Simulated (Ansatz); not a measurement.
The starting structures come from a database of crystals and need not be the phases stable at ambient conditions.

Inside the gap of an insulator the Bloch states are evanescent, with a wavenumber k + iκ along the transport direction.

Given:

```
Bi2O2S
1.0
    3.83653     0.00000     0.00000
    0.00000     3.84624     0.00000
    0.00000     0.00000    11.94672
Bi S O
4 2 4
Direct
  0.50000   0.54213   0.85797
  0.50000   0.45787   0.14203
  0.00000   0.04213   0.64203
  0.00000   0.95787   0.35797
  0.00000   0.00000   0.00000
  0.50000   0.50000   0.50000
  0.00000   0.53047   0.74974
  0.00000   0.46953   0.25026
  0.50000   0.03047   0.75026
  0.50000   0.96953   0.24974
```

Space group of this cell: Pnnm. The cell was relaxed by PBE-D3(BJ).

Transport runs along the normal of the first two printed cell vectors.

The gap is the functional's own. No spin-orbit coupling. Mid-gap values are interpolated on the energy grid.

Q: Give the band gap and the smallest decay constant κ at mid-gap that r2SCAN (Ansatz, a first-principles code) yields.

A: Gap 1.17 eV on a 8×8×4 mesh; κ = 0.192 1/Å, at the zone centre.
